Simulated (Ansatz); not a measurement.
# GaN, response to strain

The reference is GaN in the zinc blende structure (space group F-43m, No. 216; a = 4.498 Å). Axes: x, y, z lie along the cube axes.

Strains are applied to the cell and any free atomic positions relax; under biaxial strain the out-of-plane vector relaxes too.

The values are results of r2SCAN (Ansatz, a program for electronic structure, PAW, no spin-orbit coupling), not measurements.

```csv
case,electron mass,ratio −ε⊥/ε∥,band gap,shortest interatomic distance
base,0.17 mₑ (at Γ),–,2.17 eV,1.948 Å
"biaxial strain −2.50 %, plane normal [111], relaxed out of plane","0.17 mₑ out of plane, 0.20 mₑ in plane (at Γ)",0.45,2.30 eV,?
"biaxial strain −2.08 %, plane normal [111], relaxed out of plane","0.17 mₑ out of plane, 0.19 mₑ in plane (at Γ)",0.45,2.28 eV,1.922 Å
"biaxial strain −1.67 %, plane normal [111], relaxed out of plane","0.17 mₑ out of plane, 0.19 mₑ in plane (at Γ)",0.44,2.27 eV,?
"biaxial strain −1.25 %, plane normal [111], relaxed out of plane","0.17 mₑ out of plane, 0.18 mₑ in plane (at Γ)",0.44,2.25 eV,1.932 Å
"biaxial strain −0.83 %, plane normal [111], relaxed out of plane",–,0.44,2.22 eV,1.937 Å
"biaxial strain −0.42 %, plane normal [111], relaxed out of plane",0.17 mₑ (at Γ),–,2.20 eV,?
```

**Question.** What belongs in the blanks?

**Answer.** 
- biaxial strain −2.50 %, plane normal [111], relaxed out of plane, shortest interatomic distance: 1.918 Å
- biaxial strain −1.67 %, plane normal [111], relaxed out of plane, shortest interatomic distance: 1.927 Å
- biaxial strain −0.42 %, plane normal [111], relaxed out of plane, shortest interatomic distance: 1.942 Å

Effective masses come from finite differences of ±0.01 Å⁻¹. No phonon test of stability was made. This is not the structure that GaN has at room temperature and ambient pressure.
